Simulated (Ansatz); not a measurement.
BeSe (F-43m): band-edge transport data

Given:

```
CELL_PARAMETERS angstrom
      0.00000     2.58887     2.58887
      2.58887     0.00000     2.58887
      2.58887     2.58887     0.00000
ATOMIC_POSITIONS crystal
  Be 0.00000 0.00000 0.00000
  Se 0.25000 0.25000 0.25000
```

Calculation: PBE with spin-orbit coupling, rigid bands (plane waves, PAW; Ansatz, a program for electronic structure). Condition of this run: functional PBE, cell relaxed with it. Geometry: cell and atoms relaxed with PBE.

- band gap: 2.53 eV
- electron conductivity mass (300 K, dilute): 0.36 mₑ
- hole conductivity mass (300 K, dilute): 0.59 mₑ
- effective density of states N_c (300 K): 2.0e19 cm⁻³
- effective density of states N_v (300 K): 2.4e19 cm⁻³
- density-of-states mass, electrons: 0.87 mₑ
- density-of-states mass, holes: 0.98 mₑ
- Seebeck coefficient, n-type 1e19 cm⁻³, 300 K: -277 μV/K
- best n-type power factor at 300 K for τ = 10 fs (best axis; densities from 1e16 to 1e21 cm⁻³ tried, whether or not they can be reached): 8.8 μW/(cm·K²) at 1e20 cm⁻³
- Seebeck coefficient, p-type 1e19 cm⁻³, 300 K: 295 μV/K
- best p-type power factor at 300 K for τ = 10 fs (best axis; densities from 1e16 to 1e21 cm⁻³ tried, whether or not they can be reached): 7.2 μW/(cm·K²) at 1e20 cm⁻³

Rigid bands; masses and Seebeck coefficients take one relaxation time τ for all states and one kind of carrier; polarons and phonon drag are left out.
